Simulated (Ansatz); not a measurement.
The starting structures come from a database of crystals and need not be the phases stable at ambient conditions.

 Where the default PAW files enter, the runs use the earlier of Ansatz's two default sets.

By PBEsol, the system below comes out a metal.

A figure of merit of an interconnect metal is its ballistic conductance per area.

Consider the following.

```
CELL_PARAMETERS angstrom
      3.87261     0.00000     0.00000
      0.00000     4.91621     0.00000
      1.93630     0.00000     3.45439
ATOMIC_POSITIONS crystal
  Si 0.66667 0.75000 0.66667
  Si 0.33333 0.25000 0.33333
  Ni 0.33333 0.75000 0.33333
  Ni 0.66667 0.25000 0.66667
  Ni 0.00000 0.50000 0.00000
  Ni 0.00000 0.00000 0.00000
```

Space group of this cell: Cmcm. The cell is strained (lengths along the current scaled by 1.03, ions clamped); by PBEsol its mean pressure is -6.8 GPa.

The current flows along the normal of the first two printed cell vectors. No spin-orbit coupling; the value is a mean over 0.1 eV about the Fermi level.

Compute, with PBEsol run with Ansatz (a program for electronic structure), the ballistic conductance per area.

0.97 × 10¹⁵ S/m² for both spins.
